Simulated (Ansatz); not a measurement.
## What isotropic strain −5.10 % does to SiC

The parent structure is SiC in the zinc blende structure (space group F-43m, No. 216; a = 4.356 Å).

Modification: every lattice vector is shortened by 5.10 %, atoms relaxed at fixed cell.

The values are results of r2SCAN/PAW in Ansatz (a first-principles code), no SOC, not measurements. Γ-centred 13×13×13 mesh, Fermi–Dirac width 0.05 eV.

- Shortest interatomic distance: 1.790 Å (base 1.886 Å)
- Energy relative to the base (free energy F): +199 meV/atom
- Pressure: 481.4 kbar (base 0.0 kbar)
- Band gap: 1.59 eV (base 1.71 eV)
- Gap character: indirect, Γ → X (base indirect, Γ → X)
- Smallest direct gap: 5.23 eV (base 5.05 eV)
- Width of the top valence band: 5.43 eV (base 4.81 eV)
- Electron mass: 0.61 mₑ along k, 0.22 mₑ across (at X) (base 0.64 mₑ along k, 0.23 mₑ across (at X))
- Hole mass (degenerate bands, along [100]): 0.43, 0.59, 0.59 mₑ (at Γ) (base 0.35, 0.57, 0.57 mₑ (at Γ))

Cost of the whole job for the changed cell (relaxation, final SCF and bands): around 13 core-seconds (rough).

Effective masses come from finite differences of ±0.01 Å⁻¹. Along k means along the line from Γ to the band edge. Whether these cells are dynamically stable was not tested.
